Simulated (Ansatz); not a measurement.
Start from Mg₂Ge in the anti-fluorite structure (space group Fm-3m, No. 225; a = 6.364 Å).

The other end (x = 1) is Si2Ge in the anti-fluorite structure (space group Fm-3m, No. 225; a hypothetical phase, not in the database extracts checked): 18.37 Å³/atom, gap zero; this end may not be an ambient phase.

All numbers come from PBEsol (Ansatz, a quantum-chemistry and plane-wave program), spin-orbit coupling left out.

Si replaces a fraction x of Mg; each row is one arrangement (x, atoms in the cell, starting space group or random), fully relaxed.

One change was made to it. Results:

```json
[
 {"quantity": "band gap", "base": "0.08 eV", "after": "zero"},
 {"quantity": "mixing energy (to 0.01 eV only: unlike meshes or grids) (against an end that may be hypothetical)", "base": "–", "after": "-0.04 eV/atom"},
 {"quantity": "deviation of the volume from the linear (Vegard-type) interpolation", "base": "–", "after": "-3.9 %"}
]
```

Q: Which change produced these results?
A) x(Si) = 0.5, 12 atoms, R-3m
B) x(Si) = 0.375, 12 atoms, R3m
C) x(Si) = 0.75, 6 atoms, P-4m2
D) x(Si) = 0.625, 12 atoms, Pm

A: A, x(Si) = 0.5, 12 atoms, R-3m. For comparison, the mixing energy in the other runs: x(Si) = 0.625, 12 atoms, Pm gives -0.12 eV/atom; x(Si) = 0.375, 12 atoms, R3m gives +0.02 eV/atom; x(Si) = 0.75, 6 atoms, P-4m2 gives 0.00 eV/atom.

Each cell is one ordered arrangement of few atoms, which overstates ordering effects compared with a random alloy. Whether these cells are dynamically stable was not tested. All final runs are without spin polarisation. Under x(Si) = 0.5, 12 atoms, R-3m, x(Si) = 0.625, 12 atoms, Pm and x(Si) = 0.375, 12 atoms, R3m and more the cell changed shape so far that it is another structure. A zero or small gap of Mg2Ge can be the functional's error rather than a property of the material.
